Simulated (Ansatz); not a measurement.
**MgSe under a change: pressure −2 GPa**

Start from MgSe in the rock salt structure (space group Fm-3m, No. 225; a = 5.508 Å).

One thing is altered: a negative pressure, −2 GPa.

Level of theory: PBE (Ansatz, an electronic-structure program; PAW; 420 eV plane waves; no spin-orbit coupling). Γ-centred 10×10×10 mesh, Fermi–Dirac width 0.05 eV.

The volume per atom goes up by 0.76 Å³, from 20.89 Å³ to 21.65 Å³ and the density drops by 0.14 g/cm³, from 4.10 g/cm³ to 3.96 g/cm³. The lattice parameter a grows by 0.066 Å to 5.574 Å and the shortest interatomic distance goes up by 0.033 Å, from 2.754 Å to 2.787 Å. The enthalpy H = E + PV relative to the base's energy amounts to -0.27 eV/atom and the band gap falls by 0.06 eV (1.77 eV → 1.71 eV). The gap character stays indirect, Γ → X and the smallest direct gap drops by 0.22 eV, from 2.40 eV to 2.18 eV. The mean gap deformation potential ΔEg/Δln V comes out as -1.7 eV and the electron mass goes from 0.48 mₑ along k, 0.24 mₑ across (at X) to 0.47 mₑ along k, 0.24 mₑ across (at X). The hole mass (degenerate bands, along [100]) becomes 0.15, 0.85, 0.85 mₑ (at Γ) (base: 0.16, 0.82, 0.82 mₑ (at Γ)) and the valley order (the lowest conduction-band minima on the path, energy above the VBM, named in the base's zone) goes from X along ⟨100⟩ 1.77 eV; Γ 2.40 eV to X along ⟨100⟩ 1.71 eV; Γ 2.18 eV.

Cost of the whole job for the changed cell (relaxation, final SCF and bands): around 19 core-seconds (rough).

Load acts through the strain it causes; cell and atoms are relaxed under it. Effective masses come from finite differences of ±0.01 Å⁻¹. Along k means along the line from Γ to the band edge. No phonon test of stability was made.
